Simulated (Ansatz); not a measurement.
## Hf: uniaxial strain ε_zz = +3.59 %

The reference is Hf in the hcp (Mg type) structure (space group P6_3/mmc, No. 194; a = 3.198 Å, c = 5.047 Å). Axes: x lies along a and z along c of the hexagonal cell.

It is then changed as follows: the cell is stretched by 3.59 % along z with no lateral relaxation, atoms relaxed at fixed cell.

All numbers come from plane-wave PAW DFT at the r2SCAN level (Ansatz, an electronic-structure program, 500 eV), no spin-orbit coupling. k-mesh 17×17×9 (Γ-centred); smearing 0.05 eV (Fermi–Dirac).

| quantity | base | changed | shift |
|---|---|---|---|
| volume per atom | 22.35 Å³ | 23.15 Å³ | +0.80 Å³ |
| space group | P6_3/mmc (No. 194) | P6_3/mmc (No. 194) | – |
| shortest interatomic distance | 3.127 Å | 3.198 Å | +0.071 Å |
| energy relative to the base (free energy F) | 0 meV/atom | +18 meV/atom | +18 meV/atom |
| pressure (mean of the normal stresses, compression positive) | 0.0 GPa | -3.7 GPa | -3.7 GPa |
| band gap | zero | zero | – |
| stress (xx, yy, zz, yz, xz, xy; compression positive) (rough) | – | (-2.1, -2.1, -6.9, 0.0, 0.0, 0.0) GPa | – |

Final structure:

```
Hf
1.0
    3.19791     0.00000     0.00000
   -1.59896     2.76947     0.00000
    0.00000     0.00000     5.22855
Hf
2
Direct
  0.33333   0.66667   0.75000
  0.66667   0.33333   0.25000
```

Without a gap, meshes like the base's 17×17×9 leave anisotropic stresses uncertain by several tenths of a GPa, and small strain energies with them. Whether these cells are dynamically stable was not tested. All final runs are without spin polarisation.
